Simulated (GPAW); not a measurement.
Worked example: self-consistent single point of Sn₂Ru (I4/mcm, 6 atoms in the cell) in GPAW.

Level of theory: PBEsol, GPAW PAW datasets PBEsol (made by gpaw-setup) (plane waves; GPAW).

```yaml
crystal:
  lattice:
    - [-3.27181, 3.27181, 2.91539]
    - [3.27181, -3.27181, 2.91539]
    - [3.27181, 3.27181, -2.91539]
  atoms:
    - { symbol: Sn, position: [0.66500, 0.16500, 0.83000] }
    - { symbol: Sn, position: [0.16500, 0.33500, 0.50000] }
    - { symbol: Sn, position: [0.33500, 0.83500, 0.17000] }
    - { symbol: Sn, position: [0.83500, 0.66500, 0.50000] }
    - { symbol: Ru, position: [0.25000, 0.25000, 0.00000] }
    - { symbol: Ru, position: [0.75000, 0.75000, 0.00000] }
```

Reference input (self-consistent single point, DFT PBEsol, plane waves, GPAW PAW datasets PBEsol (made by gpaw-setup)): mode = pw; ecut = 600 eV; xc = PBEsol; kpts = 8 8 8; mesh shift (steps) = 0 0 0; occupations.name = marzari-vanderbilt; occupations.width = 0.136 eV; nbands = -10; convergence.density = 1e-05 e/electron; symmetry.symmorphic = false; symmetry.tolerance = 0.0005; maxiter = 120. This run's input differs from it in these lines:

```diff
@@ -19,3 +19,3 @@
             kpts={'size': (8, 8, 8), 'gamma': True},
-            occupations={'name': 'marzari-vanderbilt', 'width': 0.136},
+            occupations={'name': 'methfessel-paxton', 'width': 0.2, 'order': 0},
             nbands=-10,
```

Log, with long lists cut:

```
     iter     time        total  log10-change:
                         energy   eigst   dens
iter:   1 --:--:--   -40.207116
iter:   2 --:--:--   -40.179085   -1.13  -1.46
iter:   3 --:--:--   -40.158062   -1.12  -1.47
iter:   4 --:--:--   -39.542757   -2.13  -1.72
iter:   5 --:--:--   -39.717445   -2.19  -1.88
iter:   6 --:--:--   -39.595489   -3.29  -2.00
iter:   7 --:--:--   -39.459327   -2.38  -2.15
iter:   8 --:--:--   -39.460793   -3.87  -2.85
iter:   9 --:--:--   -39.459572c  -4.14  -2.87
iter:  10 --:--:--   -39.458055c  -4.12  -3.05
iter:  11 --:--:--   -39.458052c  -5.28  -3.55
iter:  12 --:--:--   -39.458070c  -6.05  -3.56
iter:  13 --:--:--   -39.458042c  -5.79  -3.56
iter:  14 --:--:--   -39.457995c  -5.71  -3.48
iter:  15 --:--:--   -39.457987c  -6.02  -3.67
iter:  16 --:--:--   -39.458007c  -6.09  -3.85
iter:  17 --:--:--   -39.458011c  -6.74  -4.05
iter:  18 --:--:--   -39.458008c  -7.35  -4.16
iter:  19 --:--:--   -39.458009c  -8.59c -4.22
iter:  20 --:--:--   -39.458013c  -6.77  -4.24
iter:  21 --:--:--   -39.458013c  -8.02c -4.60
iter:  22 --:--:--   -39.458016c  -7.90c -4.71
iter:  23 --:--:--   -39.458015c  -9.10c -4.90
iter:  24 --:--:--   -39.458015c  -8.32c -4.92
iter:  25 --:--:--   -39.458015c  -8.57c -5.36c
Converged after 25 iterations.

Dipole moment: (-0.000000, 0.000000, 0.000000) |e|*Ang

Energy contributions relative to reference atoms: (reference = -918107.690874)

Kinetic:         -5.523879
Potential:       +1.281694
External:        +0.000000
XC:             -34.480096
Entropy (-ST):   -0.089880
Local:           -0.690794
SIC:             +0.000000
--------------------------
Free energy:    -39.502955
Extrapolated:   -39.458015

Showing only first 2 kpts
 Kpt  Band  Eigenvalues  Occupancy
  0    42      8.11179    2.00000
  0    43      8.37375    1.99997
  0    44      8.78039    1.80975
  0    45      8.78039    1.80974

  1    42      8.49495    1.99913
  1    43      8.73527    1.89666
  1    44      8.74687    1.87809
  1    45      9.04678    0.56605

Fermi level: 8.96562

No gap
   [... lines left out ...]
  0 Sn   -0.01999   -0.01999    0.00000
  1 Sn    0.01999   -0.01999    0.00000
  2 Sn    0.01999    0.01999    0.00000
  3 Sn   -0.01999    0.01999   -0.00000
  4 Ru    0.00000    0.00000   -0.00000
  5 Ru   -0.00000    0.00000    0.00000

Stress tensor:
     0.057908     0.000000    -0.000000
     0.000000     0.057908     0.000000
    -0.000000     0.000000     0.051798
Stress (GPa, Voigt): [ 9.2779  9.2779  8.2989  0.     -0.      0.    ]
```

The run converged in 25 iterations. GPAW prints stress with tension positive. Against the reference run the free energy drops by 8.0 meV/atom, the pressure moves little (-9.05 to -8.95 GPa) and the largest force moves little (0.027 to 0.028 eV/Å).

The starting cell comes from a database of published, mostly measured structures (it also holds non-ambient and calculated ones), without a prior relaxation at this level. Its lattice was rescaled by a random factor within 2.5 % of one. Spin polarisation is off. With a pressure of about -9 GPa the cell is away from its equilibrium volume at this level.

Cost on one core of a shared machine: roughly 8 min.
